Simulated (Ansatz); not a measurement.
**A computed series for hypothetical P6_422 BAs: pressure series**

Start from BAs (space group P6_422, No. 181; a = 3.4290 Å, c = 7.4031 Å; a hypothetical phase, not in the database extracts checked).

Cell and atoms are relaxed at each pressure.

The values are results of Kohn–Sham DFT with the PBEsol functional, run in Ansatz (an electronic-structure program) with PAW and 420 eV plane waves, scalar-relativistic without spin-orbit coupling, not measurements.

```
pressure (GPa)  volume per atom (Å³/atom)
--------------  -------------------------
-2                                 12.742
-1                                 12.651
0                                  12.564
0.3                                12.539
0.7                                12.506
1.5                                12.440
3                                  12.321
5                                       ?
7.5                                11.998
```

Problem. Fit the third-order Birch–Murnaghan form P(V) = (3B₀/2)[(V₀/V)^(7/3) − (V₀/V)^(5/3)]·[1 + (3/4)(B₀′ − 4)((V₀/V)^(2/3) − 1)] (squares taken in P) to the rows shown and predict the withheld row.

Solution. Least squares on the printed values gives V₀ = 12.564 Å³/atom, B₀ = 147 GPa, B₀′ = 4.3; this predicts 12.172 Å³/atom, and the run gives 12.172 Å³/atom, in agreement.

Load acts through the strain it causes; cell and atoms are relaxed under it. Whether these cells are dynamically stable was not tested. No other phases were tried under pressure. The base started in P3_121 and relaxed to P6_422 at this level.
